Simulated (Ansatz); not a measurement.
# Response to strain in C

The parent structure is C in the diamond structure (space group Fd-3m, No. 227).

```
CELL_PARAMETERS angstrom
      0.00000     1.77683     1.77683
      1.77683     0.00000     1.77683
      1.77683     1.77683     0.00000
ATOMIC_POSITIONS crystal
  C  0.50000 0.50000 0.50000
  C  0.75000 0.75000 0.75000
```

Cartesian axes are those of the cell as printed.

Strains are applied to the cell and any free atomic positions relax; under biaxial strain the out-of-plane vector relaxes too; under stress the whole cell relaxes.

Computed with plane-wave PAW DFT at the PBEsol level (Ansatz, a program for electronic structure, 420 eV), without spin-orbit coupling, earlier PAW set.

Notes on the quantities. energy relative to the base: free energy F.

```json
[
 {"case": "base", "band gap": "4.04 eV", "smallest direct gap": "5.57 eV", "energy relative to the base": "0 meV/atom"},
 {"case": "biaxial strain −1.20 %, plane normal [001], relaxed out of plane", "band gap": "3.88 eV", "smallest direct gap": "5.49 eV", "energy relative to the base": "+6.1 meV/atom"},
 {"case": "biaxial strain −1.12 %, plane normal [110], relaxed out of plane", "band gap": "3.89 eV", "smallest direct gap": "5.41 eV", "energy relative to the base": "+5.6 meV/atom"},
 {"case": "biaxial strain −4.85 %, plane normal [111], relaxed out of plane", "band gap": "3.86 eV", "smallest direct gap": "4.46 eV", "energy relative to the base": "+118 meV/atom"},
 {"case": "isotropic strain +0.23 %", "band gap": "4.02 eV", "smallest direct gap": "5.55 eV", "energy relative to the base": "+0.4 meV/atom"},
 {"case": "isotropic strain +0.33 %", "band gap": "4.01 eV", "smallest direct gap": "5.54 eV", "energy relative to the base": "+0.8 meV/atom"},
 {"case": "uniaxial strain ε_yy = +5.58 %", "band gap": "3.24 eV", "smallest direct gap": "4.95 eV", "energy relative to the base": "+56 meV/atom"},
 {"case": "tensor shear ε_xy = +1.01 %", "band gap": "3.95 eV", "smallest direct gap": "5.25 eV", "energy relative to the base": "+4.1 meV/atom"},
 {"case": "uniaxial stress, 8 GPa tension along x", "band gap": "3.91 eV", "smallest direct gap": "5.48 eV", "energy relative to the base": "+1.1 meV/atom"},
 {"case": "uniaxial stress, 8 GPa compression along x", "band gap": "3.82 eV", "smallest direct gap": "5.43 eV", "energy relative to the base": "+1.1 meV/atom"}
]
```

Stability under load was not tested beyond the relaxation.
